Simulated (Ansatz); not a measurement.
OsC (model structure, F-43m, No. 216, 2 atoms in the cell), treated with LDA (Ansatz, an electronic-structure program, PAW).

Numerical settings: plane-wave cutoff 520 eV, 12×12×12 k mesh, Fermi–Dirac smearing 0.01 eV, no spin polarisation, scalar-relativistic PAW data made under PBE.

Cell (relaxed at this level):

```cif
data_COs
_chemical_formula_sum 'Os1 C1'
_space_group_name_H-M_alt 'P 1'
_space_group_IT_number 1
_cell_length_a 3.21108
_cell_length_b 3.21108
_cell_length_c 3.21108
_cell_angle_alpha 60.000
_cell_angle_beta 60.000
_cell_angle_gamma 60.000
loop_
_space_group_symop_operation_xyz
  'x, y, z'
loop_
_atom_site_label
_atom_site_type_symbol
_atom_site_fract_x
_atom_site_fract_y
_atom_site_fract_z
_atom_site_occupancy
Os1 Os 0.00000 0.00000 0.00000 1
C1 C 0.25000 0.25000 0.25000 1
```

Task: What does this level give for the band gap, smallest direct gap on the k points sampled and Γ–Γ gap?

Result: 
- band gap: 0.07 eV
- smallest direct gap on the k points sampled: 0.56 eV
- Γ–Γ gap: 4.96 eV

Note: the relaxation could raise the start's symmetry but not lower it, so the cell can be a saddle point.

Spin–orbit coupling is not included; it can close the smallest gap of 0.07 eV.

Static lattice: no zero-point or thermal effects.

The result took about 4 core-seconds (a rough figure).

A model structure was made by putting elements into a prototype or built by hand; it is no filed structure, need not be a known phase, and can be a saddle point held by its symmetry.
